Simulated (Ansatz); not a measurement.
## A computed series for Re: response to strain

Start from Re in the hcp (Mg type) structure (space group P6_3/mmc, No. 194; a = 2.752 Å, c = 4.440 Å; relaxed with 0.1 eV smearing). Axes: x lies along a and z along c of the hexagonal cell.

Strains are applied to the cell and any free atomic positions relax.

Method: Ansatz (a first-principles code) PBEsol, scalar-relativistic without spin-orbit coupling.

Notes on the quantities. energy relative to the base: free energy F; pressure: mean of the normal stresses, compression positive.

```json
[
 {"change": "base", "energy relative to the base": "0 meV/atom", "shortest interatomic distance": "273.0 pm", "pressure": "0.0 GPa"},
 {"change": "uniaxial strain ε_xx = −3.00 %", "energy relative to the base": "+29 meV/atom", "shortest interatomic distance": "266.9 pm", "pressure": "13.0 GPa"},
 {"change": "uniaxial strain ε_xx = −2.50 %", "energy relative to the base": "+20 meV/atom", "shortest interatomic distance": "268.3 pm", "pressure": "10.6 GPa"},
 {"change": "uniaxial strain ε_xx = −2.00 %", "energy relative to the base": "+12 meV/atom", "shortest interatomic distance": "269.7 pm", "pressure": "8.3 GPa"},
 {"change": "uniaxial strain ε_xx = −1.00 %", "energy relative to the base": "+3.0 meV/atom", "shortest interatomic distance": "272.4 pm", "pressure": "4.0 GPa"},
 {"change": "uniaxial strain ε_xx = −0.50 %", "energy relative to the base": "+0.7 meV/atom", "shortest interatomic distance": "272.8 pm", "pressure": "2.0 GPa"},
 {"change": "uniaxial strain ε_xx = +1.00 %", "energy relative to the base": "+2.8 meV/atom", "shortest interatomic distance": "273.5 pm", "pressure": "-3.8 GPa"},
 {"change": "uniaxial strain ε_xx = +1.50 %", "energy relative to the base": "[?]", "shortest interatomic distance": "[?]", "pressure": "[?]"},
 {"change": "uniaxial strain ε_xx = +2.50 %", "energy relative to the base": "+17 meV/atom", "shortest interatomic distance": "274.2 pm", "pressure": "-8.9 GPa"},
 {"change": "uniaxial strain ε_xx = +3.00 %", "energy relative to the base": "+24 meV/atom", "shortest interatomic distance": "274.4 pm", "pressure": "-10.6 GPa"}
]
```

Some entries are withheld; estimate them.


- uniaxial strain ε_xx = +1.50 %, energy relative to the base: +6.2 meV/atom
- uniaxial strain ε_xx = +1.50 %, shortest interatomic distance: 273.7 pm
- uniaxial strain ε_xx = +1.50 %, pressure: -5.6 GPa

Stability against distortions was not tested. The final runs are not spin-polarised.
